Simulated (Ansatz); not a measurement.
**Effect of biaxial strain −1.00 %, plane normal [001], relaxed out of plane on Ta**

Base system: Ta in the bcc (W type) structure (space group Im-3m, No. 229; a = 3.306 Å; relaxed with 0.1 eV smearing). Axes: x, y, z lie along the cube axes.

Modification: compressive biaxial strain of 1.00 % in the plane normal to [001], as in epitaxy on a mismatched substrate; the out-of-plane cell vector and the atoms relax.

Level of theory: r2SCAN (Ansatz, a program for electronic structure, PAW, spin-orbit coupling left out). k-mesh 28×28×28 (Γ-centred); smearing 0.1 eV (Fermi–Dirac).

| quantity | base | changed | shift |
|---|---|---|---|
| volume per atom | 18.07 Å³ | 17.93 Å³ | -0.14 Å³ |
| space group | Im-3m (No. 229) | I4/mmm (No. 139) | – |
| shortest interatomic distance | 2.863 Å | 2.856 Å | -0.007 Å |
| energy relative to the base (free energy F) | 0 meV/atom | +2.7 meV/atom | +2.7 meV/atom |
| pressure (mean of the normal stresses, compression positive) | 0.0 GPa | 1.6 GPa | +1.6 GPa |
| band gap | zero | zero | – |
| out-of-plane strain | – | +1.24 % | – |
| ratio −ε⊥/ε∥ | – | 1.24 | – |
| mean in-plane stress (compression positive) | – | +2.5 GPa | – |

Final structure (turned so that z lies along the plane normal):

```yaml
crystal:
  lattice:
    - [3.27303, 0.00000, 0.00000]
    - [0.00000, 3.27303, 0.00000]
    - [1.63651, -1.63651, 1.67348]
  atoms:
    - { symbol: Ta, position: [0.00000, 0.00000, 0.00000] }
```

No phonon test of stability was made. All final runs are without spin polarisation.
